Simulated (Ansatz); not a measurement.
The structure below was relaxed with PBEsol, PAW, 420 eV (Ansatz, an electronic-structure program; scalar-relativistic without spin-orbit coupling), at pressure −1 GPa.

```xyz
5
Lattice="3.9773 0.0000 0.0000 0.0000 3.9773 0.0000 0.0000 0.0000 3.9773" Properties=species:S:1:pos:R:3 pbc="T T T"
Ba     0.0000     0.0000     0.0000
Ti     1.9886     1.9886     1.9886
O      1.9886     0.0000     1.9886
O      0.0000     1.9886     1.9886
O      1.9886     1.9886     0.0000
```

Question: Find the space group and the Wyckoff positions.

Answer: Space group Pm-3m (No. 221); a = b = c = 3.977 Å, α = β = γ = 90.00°

| atom | site | symmetry | x | y | z |
|---|---|---|---|---|---|
| Ba | 1a | m-3m | 0.0000 | 0.0000 | 0.0000 |
| Ti | 1b | m-3m | 0.5000 | 0.5000 | 0.5000 |
| O | 3c | 4/mm.m | 0.0000 | 0.5000 | 0.5000 |

Question: Describe the coordination.

Answer: The crystal has 5 atoms in its conventional cell. Cell: a = 3.9773 Å, b = 3.9773 Å, c = 3.9773 Å, α = 90.00°, β = 90.00°, γ = 90.00°. Ba has 12 O at 2.812 Å (cuboctahedral). Ti is surrounded by 6 O at 1.989 Å (octahedral). O has 2 Ti at 1.989 Å and 4 Ba at 2.812 Å (octahedral). (Neighbours: up to the widest gap in distance over summed covalent radii, below 1.35, at either atom; cation-cation and far metal-metal contacts left out.)

Load acts through the strain it causes; cell and atoms are relaxed under it. No phonon test of stability was made. All final runs are without spin polarisation. The cell was made from BaTiO$_{3}$ in the cubic perovskite structure (space group Pm-3m, No. 221) by this change: pressure −1 GPa. Many cubic perovskites are stable only at high temperature; tilts and polar distortions were not tested. This is not the structure that BaTiO3 has at room temperature and ambient pressure.
